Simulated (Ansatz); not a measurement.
System: AuAl₂ (model structure, started from the MoSi2 type, I4/mmm, No. 139, 3 atoms in the cell). Method: LDA (PAW; Ansatz, an electronic-structure program).

Settings: plane-wave cutoff 520 eV, 24×24×24 k mesh, Fermi–Dirac smearing 0.05 eV, scalar-relativistic PAW data made under PBE.

Cell (relaxed at this level):

```yaml
crystal:
  lattice:
    - [-1.79495, 1.79495, 3.79617]
    - [1.79495, -1.79495, 3.79617]
    - [1.79495, 1.79495, -3.79617]
  atoms:
    - { symbol: Au, position: [0.00000, 0.00000, 0.00000] }
    - { symbol: Al, position: [0.33588, 0.33588, 0.00000] }
    - { symbol: Al, position: [0.66412, 0.66412, 0.00000] }
```

Task: Estimate the bulk modulus that the calculation returns.

Result: 
- bulk modulus = 107 GPa

The run finds no gap.

Note: the bulk modulus is −V dP/dV from two relaxed cells at ±2 % in volume; the relaxation could raise the start's symmetry but not lower it, so the cell can be a saddle point.

Spin–orbit coupling is not included; it can shift volumes and moduli of such heavy elements.

Computed values are for the static lattice.

Computing time: around 3 core-minutes (rough).

A model structure was made by putting elements into a prototype or built by hand; it is no filed structure, need not be a known phase, and can be a saddle point held by its symmetry.
